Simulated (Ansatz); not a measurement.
System: TiSi2 (Cmcm, No. 63, 6 atoms in the cell; start mp-1077503; a measured phase of this formula has another space group). Method: PBEsol in Ansatz (PAW).

Settings: plane-wave cutoff 520 eV, 16×16×16 k mesh, Fermi–Dirac smearing 0.05 eV, no spin polarisation, scalar-relativistic PAW data made under PBE.

Cell (relaxed at this level):

```
CELL_PARAMETERS angstrom
      1.75753    -6.67390     0.00000
      1.75753     6.67390     0.00000
      0.00000     0.00000     3.55702
ATOMIC_POSITIONS crystal
  Ti 0.89752 0.10248 0.75000
  Ti 0.10248 0.89752 0.25000
  Si 0.56003 0.43997 0.75000
  Si 0.43997 0.56003 0.25000
  Si 0.24958 0.75042 0.75000
  Si 0.75042 0.24958 0.25000
```

Estimate the bulk modulus that the calculation returns.


* **bulk modulus**: 137 GPa

Note: the run has no spin polarisation, so it can have missed a magnetic state; the bulk modulus is −V dP/dV from two relaxed cells at ±2 % in volume; the relaxation could not lower the start's symmetry, so the cell can be a saddle point above a distorted one.

Static lattice: no zero-point or thermal effects.

A start named mp-… is a Materials Project structure, which need not be a measured phase.

Ansatz is a quantum-chemistry and plane-wave program.
